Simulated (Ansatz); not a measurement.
**Convergence test for C (Pm-3n, 8 atoms in the cell)**

```yaml
crystal:
  lattice:
    - [3.90545, 0.00000, 0.00000]
    - [0.00000, 3.90545, 0.00000]
    - [0.00000, 0.00000, 3.90545]
  atoms:
    - { symbol: C, position: [0.25000, 0.00000, 0.50000] }
    - { symbol: C, position: [0.75000, 0.00000, 0.50000] }
    - { symbol: C, position: [0.00000, 0.50000, 0.25000] }
    - { symbol: C, position: [0.00000, 0.50000, 0.75000] }
    - { symbol: C, position: [0.50000, 0.25000, 0.00000] }
    - { symbol: C, position: [0.50000, 0.75000, 0.00000] }
    - { symbol: C, position: [0.00000, 0.00000, 0.00000] }
    - { symbol: C, position: [0.50000, 0.50000, 0.50000] }
```

Level of theory: PBE (plane waves, PAW; Ansatz, a quantum-chemistry and plane-wave program).

The starting cell was generated: these elements placed on a structure prototype, without a prior relaxation; it need not be a known phase or ordering of this composition. In the base run, with a pressure of about -4 GPa the cell is away from its equilibrium volume at this level. Ansatz's pressure includes its estimate of the finite-basis (Pulay) stress.

Held fixed: kpoints.mp_grid.grid = 6 6 6; hamiltonian.xc = pbe; hamiltonian.pseudopotentials = {kind: paw} (the program's default PAW files); scf.occupations.method = cold; scf.occupations.width = 0.05 eV.

ΔF is the free energy per atom less that of the last row (1e-12 eV).

Ansatz starts here from atomic densities corrected by a trained network and corrects its stress for the error left by an unfinished SCF, so loose thresholds cost less than they might elsewhere.

| scf.convergence.dr2_threshold | ΔF (meV/atom) | pressure (GPa) | iterations |
|---|---|---|---|
| 0.1 eV | 0.45 | -3.48 | 2 |
| 0.01 eV | 0.45 | -3.48 | 2 |
| 0.001 eV | 0.00 | -3.53 | 3 |
| 0.0001 eV | 0.00 | -3.53 | 4 |
| 1e-05 eV | 0.00 | -3.53 | 5 |
| 1e-06 eV | 0.00 | -3.53 | 5 |
| 1e-08 eV | 0.00 | -3.53 | 7 |
| 1e-10 eV | 0.00 | -3.53 | 7 |
| 1e-12 eV | 0.00 | -3.53 | 8 |

Pressure within 0.1 GPa of the last row: from scf.convergence.dr2_threshold = 0.1 eV on, the coarsest one. The value it settles on is -3.53 GPa at this level of theory and with the other settings as held.

Energy within 5 meV/atom of the last row: from scf.convergence.dr2_threshold = 0.1 eV on, the coarsest one.

Keys are those of Ansatz 0.2.
